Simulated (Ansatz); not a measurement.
Functionals compared on NH3 on the 1x1 (111) surface of fcc Ni, ferromagnetic, one in a 2x2 cell, started at the site 'top Ni', in Ansatz (plane waves, PAW). The structure was relaxed with PBE; the other rows are single points on it, each with its references at the same level. Cutoff 420 eV.

Set-up: 20 atoms, 6.0 Å thick at the start under the adsorbate (thin: gaps and levels are the slab's own); mesh 7x7x1; 0.1 eV smearing; dipole correction on; 8 atoms held, the rest relaxed; symmetry of the start imposed; spin-polarised, no spin-orbit, no U, no dispersion correction. At the end it is bonded to Ni. In PBE it is, or lies within 0.03 eV of, the lowest of the starts that converged. These notes are the PBE run's. Adsorption energies are against NH3(g). A negative adsorption energy means that the adsorbate is more stable on the surface than in its reference.

```tsv
functional	adsorption energy (eV)	work function of the top face (eV)	change of the work function (eV)	magnetic moment of the cell (μB)	rough cost of the single point
PBE	-0.48	2.32	-2.76	10.39	–
RPBE	___	___	___	10.50	very roughly 6 core-minutes
```

**Question.** Fill in the missing entries.

**Answer.** 
- RPBE, adsorption energy (eV): -0.19
- RPBE, work function of the top face (eV): 2.24
- RPBE, change of the work function (eV): -2.66

Ansatz is a quantum-chemistry and plane-wave program.
